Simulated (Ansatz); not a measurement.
System: LaN (model structure, started from the zincblende type, F-43m, No. 216, 2 atoms in the cell). Method: HSE06 (Ansatz, a first-principles code, PAW).

Numerical settings: plane-wave cutoff 520 eV, 8×8×8 k mesh, scalar-relativistic PAW data made under PBE.

Computed at the level's own relaxed cell.

```yaml
crystal:
  lattice:
    - [0.00000, 2.79586, 2.79586]
    - [2.79586, 0.00000, 2.79586]
    - [2.79586, 2.79586, 0.00000]
  atoms:
    - { symbol: N, position: [0.25000, 0.25000, 0.25000] }
    - { symbol: La, position: [0.00000, 0.00000, 0.00000] }
```

**Question.** Give the elastic tensor (Voigt notation, GPa, ions relaxed, in the Cartesian axes of the cell as printed).

**Answer.** 
```
  106.4    85.6    85.6     0.0     0.0     0.0
   85.6   106.4    85.6     0.0     0.0     0.0
   85.6    85.6   106.4     0.0     0.0     0.0
    0.0     0.0     0.0    35.0     0.0     0.0
    0.0     0.0     0.0     0.0    35.0     0.0
    0.0     0.0     0.0     0.0     0.0    35.0
```

Note: the relaxation could raise the start's symmetry but not lower it, so the cell can be a saddle point.

The computed numbers hold no vibrational or temperature effects.

A model structure was made by putting elements into a prototype or built by hand; it is no filed structure, need not be a known phase, and can be a saddle point held by its symmetry.
